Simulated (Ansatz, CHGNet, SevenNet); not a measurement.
Lattice constant a of CsSnBr3 (model structure, started from the cubic perovskite type, Pm-3m, No. 221, 5 atoms in the cell) at several levels of theory

No measured value is used here.

```
level (code)         value (Å)
-------------------  ---------
CHGNet 0.3.0             5.921
SevenNet-0               5.895
SevenNet-l3i5            5.887
LDA (Ansatz)             5.661
PBE (Ansatz)             5.893
PBEsol (Ansatz)          5.760
PBE-D3(BJ) (Ansatz)      5.811
```

Ansatz's density-functional and Hartree–Fock values are scalar-relativistic unless marked +SOC, with PAW data made under PBE.

Machine-learned potentials (CHGNet 0.3.0, SevenNet-0, SevenNet-l3i5) are trained on DFT data: a solid inside that data is no test of them.

A model structure was made by putting elements into a prototype or built by hand; it is no filed structure, need not be a known phase, and can be a saddle point held by its symmetry.

Ansatz is an electronic-structure program.
